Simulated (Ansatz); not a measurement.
```yaml
crystal:
  lattice:
    - [2.68896, 0.00000, 0.00000]
    - [1.34448, 2.32870, 0.00000]
    - [0.00000, 0.00000, 4.21214]
  atoms:
    - { symbol: Ru, position: [0.66667, 0.66667, 0.75000] }
    - { symbol: Ru, position: [0.33333, 0.33333, 0.25000] }
```

No spin polarisation.

Method: LDA (Ansatz, a quantum-chemistry and plane-wave program), no spin-orbit coupling. k-mesh 25×25×14 (Γ-centred); smearing 0.1 eV (Fermi–Dirac).

Question: Predict the pressure, band gap and space group.

Answer: The pressure (mean of the normal stresses, compression positive) comes out as -2.5 GPa and the band gap comes out as zero. The space group is P6_3/mmc (No. 194).

The cells carry an imposed strain or load. Stability against distortions was not tested. The final runs are not spin-polarised. The cell was made from Ru in the hcp (Mg type) structure (space group P6_3/mmc, No. 194) by this change: biaxial strain +0.50 %, plane normal [001], relaxed out of plane.
